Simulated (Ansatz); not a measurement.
ZrC (Fm-3m), PBEsol, DFPT electron-phonon coupling, linearised Boltzmann equation (Ansatz, a program for electronic structure): phonon-limited resistivity 16.1 μΩ·cm at 300 K, 24.6 μΩ·cm at 400 K, current-weighted mean free path 22 nm, Drude plasma energy 3.21 eV.

Task: What is the classical skin depth at 10 GHz (nonmagnetic, μ₀ = 1.257×10⁻⁶ H/m)?

Result: δ = √(ρ/(π f μ₀)) = 2020 nm.

Task: Estimate the electronic thermal conductivity at 300 K by the Wiedemann-Franz law (L₀ = 2.44×10⁻⁸ W·Ω/K²).

Result: L₀T/ρ = 2.44×10⁻⁸ × 300/(16.1×10⁻⁸) = 45.5 W/(m·K). Inelastic scattering puts the true Lorenz number somewhat under L₀ near and below the Debye temperature.

Task: What temperature coefficient of resistance follows, and how does it compare with 1/T?

Result: (ρ₄₀₀ − ρ₃₀₀)/(100 K × ρ₃₀₀) = 5.28×10⁻³ K⁻¹, against 1/T = 3.33×10⁻³ K⁻¹ for a resistivity proportional to T. It lies higher because phonons are still being populated at 300 K; impurities would add a constant and lower it.

A metal at this level (no band gap). Only scattering by harmonic phonons is included (no impurities, grain boundaries, electron-electron scattering or thermal expansion). Spin-orbit coupling is left out. Halving the electron mesh (32x32x32) moves the resistivity by up to 6 % at 300 K, the mean free path by up to 3 %. Smearing 0.20 eV; phonons on a 5x5x5 q mesh, which this run doesn't test.
